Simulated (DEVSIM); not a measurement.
Device: Schottky contact on p-type GaAs, at 400 K.

```tsv
layer (left to right)	material	thickness (μm)	Na (cm⁻³)	τn (s)	τp (s)
1	GaAs	17.0	1.3e17	1.8e-8	1.8e-8
```

Left contact: Schottky, work function 4.724 eV, emission velocity 1e7 cm/s. Right contact: ohmic. Voltage is applied to the left contact. Recombination: SRH at mid-gap, radiative, Auger. Mobility is constant in doping.

The device is made up for the run: typed textbook-type constants, with dimensions and the other settings drawn at random. Values at 300 K; Nc and Nv go as T^1.5, mobilities as T to minus their exponent, the gap by Varshni's rule with the affinity fixed.

```tsv
parameter	GaAs
gap (eV)	1.424
affinity (eV)	4.07
permittivity	12.9
Nc (cm⁻³)	4.7e17
Nv (cm⁻³)	9e18
μn (cm²/Vs)	8500
μp (cm²/Vs)	400
T exponent of μn	2.1
T exponent of μp	2.2
B (cm³/s)	2e-10
Cn (cm⁶/s)	1e-30
Cp (cm⁶/s)	1e-30
Varshni α (eV/K)	0.000541
Varshni β (K)	204
```

Model (solved in DEVSIM): 1D drift-diffusion, Boltzmann statistics, complete ionisation; no tunnelling, impact ionisation, image-force lowering or self-heating. Metal contacts follow the ideal Schottky-Mott rule: no Fermi-level pinning, no interface dipoles.

The thickness of layer 1 was swept, all else fixed.

```tsv
thickness of layer 1 (μm)	dark forward voltage at 100 A/cm² (V)
3.4	(withheld)
5.9	0.330
10	0.339
17	0.354
29	0.382
51	0.432
85	0.508
```

Task: Some entries are withheld; supply them.

Result: 
- 3.4, dark forward voltage at 100 A/cm² (V): 0.324
